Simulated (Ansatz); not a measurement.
Pair distribution function (total) of C (diamond structure; diamond), cell C216, with the crystal as the starting point, held near 7 GPa [in the run: it stayed crystalline; mean temperature 308 K (target 300 K); density 3.54 g/cm³; Γ point only, which a denser mesh shifts by -0.2 GPa in pressure and 0.01 eV/Å in forces], from MD at 308 K. Method: PBE (plane waves, PAW; Ansatz, a program for electronic structure). Volume per atom 5.63 Å³, mean pressure 7.1 GPa. 

```
r (Å) | g(r)
     0.86 |  0.00
     0.90 |  0.00
     0.94 |  0.00
     0.98 |  0.00
     1.02 |  0.00
     1.06 |  0.00
     1.10 |  0.00
     1.14 |  0.00
     1.18 |  0.00
     1.22 |  0.00
     1.26 |  0.00
     1.30 |  0.00
     1.34 |  0.00
     1.38 |  0.00
     1.42 |  0.01
     1.46 | ## 0.47
     1.50 | ############### 4.56
     1.54 | ############################## 8.90
     1.58 | ############### 4.30
     1.62 | ## 0.62
     1.66 |  0.03
     1.70 |  0.00
     1.74 |  0.00
     1.78 |  0.00
     1.82 |  0.00
     1.86 |  0.00
     1.90 |  0.00
     1.94 |  0.00
     1.98 |  0.00
     2.02 |  0.00
     2.06 |  0.00
     2.10 |  0.00
     2.14 |  0.00
     2.18 |  0.00
     2.22 |  0.00
     2.26 |  0.00
     2.30 |  0.00
     2.34 |  0.00
     2.38 |  0.02
     2.42 | ## 0.45
     2.46 | ########### 3.25
     2.50 | ########################### 7.89
     2.54 | ######################## 7.01
     2.58 | ######## 2.33
     2.62 | # 0.29
     2.66 |  0.01
     2.70 |  0.00
     2.74 |  0.00
     2.78 |  0.00
     2.82 |  0.05
     2.86 | ## 0.58
     2.90 | ########## 2.87
     2.94 | ################### 5.73
     2.98 | ############### 4.54
     3.02 | ##### 1.49
     3.06 | # 0.18
     3.10 |  0.01
     3.14 |  0.00
     3.18 |  0.00
     3.22 |  0.00
     3.26 |  0.00
     3.30 |  0.00
     3.34 |  0.00
     3.38 |  0.00
     3.42 |  0.01
     3.46 |  0.14
     3.50 | ### 0.79
     3.54 | ###### 1.80
     3.58 | ###### 1.75
     3.62 | ## 0.69
     3.66 |  0.12
     3.70 |  0.01
     3.74 |  0.01
     3.78 | # 0.21
     3.82 | #### 1.32
     3.86 | ########### 3.16
     3.90 | ########## 2.96
     3.94 | #### 1.10
     3.98 | # 0.17
     4.02 |  0.01
     4.06 |  0.00
     4.10 |  0.00
     4.14 |  0.00
     4.18 |  0.00
     4.22 |  0.03
     4.26 | # 0.36
     4.30 | ####### 2.08
     4.34 | ################ 4.87
     4.38 | ################ 4.67
     4.42 | ###### 1.83
```

Q: Read off where the first shell ends and the number of neighbours in it.

A: g is nil from 1.7 to 2.3 Å, so any cut there serves; 4.0 neighbours in the shell, from n = 4πρ∫r²g(r)dr.
